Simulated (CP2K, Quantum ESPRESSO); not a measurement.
A Quantum ESPRESSO input for a self-consistent single point of ZnS (F-43m, 2 atoms in the cell) (DFT, PBE, plane waves, GBRV 1.5 ultrasoft (PBE) pseudopotentials):

```fortran
&CONTROL
  calculation = 'scf'
  prefix = 'scf'
  outdir = './work'
  pseudo_dir = './'
  tprnfor = .true.
  tstress = .true.
/
&SYSTEM
  ibrav = 2
  celldm(1) = 10.1674181902
  nat = 2
  ntyp = 2
  ecutwfc = 50
  ecutrho = 250
  occupations = 'smearing'
  smearing = 'fermi-dirac'
  degauss = 0.000734986
/
&ELECTRONS
  conv_thr = 1e-10
  mixing_beta = 0.3
/
ATOMIC_SPECIES
Zn    65.3800  zn_pbe_v1.uspp.F.UPF
S     32.0600  s_pbe_v1.4.uspp.F.UPF
ATOMIC_POSITIONS {crystal}
Zn    0.0000000000    0.0000000000    0.0000000000
S     0.2500000000    0.2500000000    0.2500000000
K_POINTS {automatic}
11 11 11  0 0 0
```

Task: Translate this input to CP2K.

Result: One input that does it (others would too):

```
&GLOBAL
  PROJECT zns
  RUN_TYPE ENERGY_FORCE
  PRINT_LEVEL LOW
&END GLOBAL
&FORCE_EVAL
  METHOD Quickstep
  STRESS_TENSOR ANALYTICAL
  &DFT
    BASIS_SET_FILE_NAME BASIS_MOLOPT
    POTENTIAL_FILE_NAME GTH_POTENTIALS
    &QS
      METHOD GPW
      EPS_DEFAULT 1E-10
    &END QS
    &MGRID
      CUTOFF 600
      REL_CUTOFF 50
      NGRIDS 5
    &END MGRID
    &SCF
      SCF_GUESS ATOMIC
      EPS_SCF 1E-6
      MAX_SCF 100
      ADDED_MOS 4
      &DIAGONALIZATION
        ALGORITHM STANDARD
      &END DIAGONALIZATION
      &MIXING
        METHOD BROYDEN_MIXING
        ALPHA 0.3
        NBUFFER 12
        BETA 1.5
      &END MIXING
      &SMEAR ON
        METHOD FERMI_DIRAC
        ELECTRONIC_TEMPERATURE [K] 116.05
      &END SMEAR
    &END SCF
    &KPOINTS
      SCHEME MONKHORST-PACK 11 11 11
    &END KPOINTS
    &XC
      &XC_FUNCTIONAL PBE
      &END XC_FUNCTIONAL
    &END XC
    &PRINT
      &MO
        EIGENVALUES T
        OCCUPATION_NUMBERS T
        NDIGITS 8
        FILENAME mo
        &EACH
          QS_SCF 0
        &END EACH
        ADD_LAST NUMERIC
      &END MO
      &MULLIKEN OFF
      &END MULLIKEN
    &END PRINT
  &END DFT
  &SUBSYS
    &CELL
      ABC 3.80449300 3.80449361 3.80449377
      ALPHA_BETA_GAMMA 59.99999414 59.99999802 59.99999659
      PERIODIC XYZ
    &END CELL
    &COORD
      Zn       0.00000000     0.00000000     0.00000000
      S        1.90224675     1.09826275     0.77658900
    &END COORD
    &KIND Zn
      BASIS_SET DZVP-MOLOPT-SR-GTH-q12
      POTENTIAL GTH-PBE-q12
    &END KIND
    &KIND S
      BASIS_SET DZVP-MOLOPT-SR-GTH-q6
      POTENTIAL GTH-PBE-q6
    &END KIND
  &END SUBSYS
  &PRINT
    &FORCES ON
    &END FORCES
    &STRESS_TENSOR ON
    &END STRESS_TENSOR
  &END PRINT
&END FORCE_EVAL
```

Basis settings and potentials, where a program has them, do not carry over. This input uses DFT PBE, GPW, DZVP-MOLOPT-SR-GTH basis, GTH-PBE potentials (GTH_POTENTIALS). Both were run: pressure 2.42 GPa in Quantum ESPRESSO and 3.00 in CP2K; gap on the mesh 2.162 eV in Quantum ESPRESSO and 2.149 in CP2K.

On Quantum ESPRESSO: the starting cell comes from a database of computed structures (which also holds hypothetical and non-ambient phases and stackings), without a prior relaxation at this level. Its lattice was rescaled by a random factor within 2.5 % of one.

On CP2K: the starting cell comes from a database of computed structures (which also holds hypothetical and non-ambient phases and stackings), without a prior relaxation at this level. Its lattice was rescaled by a random factor within 2.5 % of one. Values carry the incompleteness of an atom-centred basis.
